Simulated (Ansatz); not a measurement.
**Effective masses and thermopower of MoS2 (P6_3/mmc)**

Input:

```xyz
6
Lattice="3.1090 0.0000 0.0000 -1.5545 2.6924 0.0000 0.0000 0.0000 11.7080" Properties=species:S:1:pos:R:3 pbc="T T T"
Mo     1.5545     0.8975     2.9270
Mo     0.0000     1.7950     8.7810
S      1.5545     0.8975     7.2178
S      0.0000     1.7950     4.4903
S      0.0000     1.7950     1.3638
S      1.5545     0.8975    10.3443
```

Computed with PBEsol+D3BJ with spin-orbit coupling, rigid bands (plane waves, PAW; Ansatz, an electronic-structure program). Geometry: cell and atoms relaxed with PBEsol+d3bj.

| Item | Result |
|---|---|
| band gap | 0.52 eV |
| electron conductivity mass (300 K, dilute) | 0.56 (x), 0.56 (y), 0.46 (z) mₑ |
| hole conductivity mass (300 K, dilute) | 0.52 (x), 0.52 (y), 1.16 (z) mₑ |
| effective density of states N_c (300 K) | 5.9e19 cm⁻³ |
| effective density of states N_v (300 K) | 1.4e19 cm⁻³ |
| density-of-states mass, electrons | 1.77 mₑ |
| density-of-states mass, holes | 0.66 mₑ |
| Seebeck coefficient, n-type 1e19 cm⁻³, 300 K | -364 μV/K |
| best n-type power factor at 300 K for τ = 10 fs (best axis; densities from 1e16 to 1e21 cm⁻³ tried, whether or not they can be reached) | 19.0 μW/(cm·K²) at 3e20 cm⁻³ |
| Seebeck coefficient, p-type 1e19 cm⁻³, 300 K | 247 μV/K |
| best p-type power factor at 300 K for τ = 10 fs (best axis; densities from 1e16 to 1e21 cm⁻³ tried, whether or not they can be reached) | 4.3 μW/(cm·K²) at 3e19 cm⁻³ |

Rigid bands; masses and Seebeck coefficients take one relaxation time τ for all states and one kind of carrier; polarons and phonon drag are left out. Geometry: cell and atoms relaxed with PBEsol+D3(BJ).

PBEsol with a dispersion correction tends to overbind, so the cell can be several per cent short, in bad cases over ten, which usually narrows a gap: MoS2 (P6_3/mmc).
